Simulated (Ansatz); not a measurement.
The reference is MgTe in the zinc blende structure (space group F-43m, No. 216; a = 6.438 Å). Axes: x, y, z lie along the cube axes.

Calculations: Ansatz (an electronic-structure program) PBEsol, no spin-orbit coupling, earlier PAW set.

Base values:

| Item | Value |
|---|---|
| Electron mass | 0.16 mₑ (at Γ) |
| Band gap | 2.35 eV |

Now apply this change: uniaxial stress, 3 GPa tension along x; all other stress components relax to zero.

Problem. Predict the new electron mass.

Solution. The electron mass becomes 0.15 mₑ along x, 0.16 mₑ across (at Γ) (base: 0.16 mₑ (at Γ)).

Problem. Estimate the effect on the energy relative to the base.

Solution. The energy increases by 29 meV/atom.

Problem. How does this affect the band gap?

Solution. The band gap decreases by 0.404 eV (2.35 eV → 1.94 eV).

Problem. What does the calculation give for the strain response after the change?

Solution. The strain response (xx, yy, zz) amounts to (+10.73, −4.00, −4.00) %.

With Te present, leaving out spin-orbit coupling can change the band edges. Masses are band curvatures over ±0.01 Å⁻¹ around the edge. Stability under load was not tested beyond the relaxation.
